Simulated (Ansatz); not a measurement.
A working Ansatz (a quantum-chemistry and plane-wave program) input for Te₂MoW₂Se₄ (P3m1, 9 atoms in the cell) (DFT, PBEsol, plane waves, default PAW files made with PBE):

Ansatz 0.2 input:
```yaml
# Te2Mo(WSe2)2
crystal:
  lattice:
    - [3.33919000, 0.00000000, 0.00000000]
    - [-1.66959500, 2.89182300, 0.00000000]
    - [0.00000000, 0.00000000, 30.86835200]
  atoms:
    - { symbol: Te, position: [0.00000000, 0.00000000, 0.40679000] }
    - { symbol: Te, position: [0.00000000, 0.00000000, 0.28717000] }
    - { symbol: Mo, position: [0.00000000, 0.00000000, 0.11563000] }
    - { symbol: W, position: [0.00000000, 0.00000000, 0.57833000] }
    - { symbol: W, position: [0.33333300, 0.66666700, 0.34696000] }
    - { symbol: Se, position: [0.33333300, 0.66666700, 0.06325000] }
    - { symbol: Se, position: [0.33333300, 0.66666700, 0.52575000] }
    - { symbol: Se, position: [0.33333300, 0.66666700, 0.16806000] }
    - { symbol: Se, position: [0.33333300, 0.66666700, 0.63091000] }
basis:
  ecutwfc: 420.0
kpoints:
  mp_grid: { grid: [9, 9, 1] }
hamiltonian:
  xc: pbesol
  pseudopotentials: { kind: paw }
scf:
  occupations: { method: fermi_dirac, width: 0.1 }
output:
  forces: true
  eigenvalues: true
  stress: true
```

The run converged in 11 iterations: free energy E − TS (on the zero of these files) -60914.3274 eV; gap on the k-point mesh 0.68 eV; pressure 1.43 GPa; largest force (vector length) 0.578 eV/Å. Each of these slips is then made, one at a time:

(1)
```diff
-# Te2Mo(WSe2)2
+# Te2MoW2Se5
+    - { symbol: Se, position: [0.33333300, 0.66666700, 0.52575000] }
```

(2)
```diff
-  xc: pbesol
+  xc: PBE96
```

Q: How does each altered input end?

A: 
(1) One atom entered twice. The program stopped before any SCF iteration.
```
Error: atoms 6 (Se) and 9 (Se) coincide: fractional positions [0.333333, 0.666667, 0.52575] and [0.333333, 0.666667, 0.52575] are 0.00e0 Å apart, within the symmetry tolerance 1e-5 (fractional) on every axis — remove the duplicate or separate the sites (indices count the expanded atom list at the failing check: the typed cell's during the `space_gr [...]
```

(2) A value that the program does not know. The program stopped before any SCF iteration.
```
Error: YAML parse error: error: line 22 column 7: hamiltonian.xc: unknown variant `PBE96`, expected one of `lda`, `lda-pw`, `pw92`, `pbe`, `pbesol`, `rpbe`, `revpbe`, `blyp`, `pbe0`, `revpbe0`, `b3lyp`, `b3lyp5`, `hse06`, `wpbeh`, `hiss`, `lc_wpbe`, `cam_b3lyp`, `hf`, `r2scan`, `r2scanh`, `r2scan0`, `r2scan50`, `mr2scan`
  --> <input>:22:7
   |
20  [...]
```

The starting cell comes from a database of computed structures (which also holds hypothetical and non-ambient phases and stackings), without a prior relaxation at this level. Its lattice was rescaled by a random factor within 2.5 % of one. Spin-orbit coupling is off. Ansatz's pressure includes its estimate of the finite-basis (Pulay) stress.

Left out of this page: 4 runs of the series outside the window shown, repeating another row's setting, or not comparable.
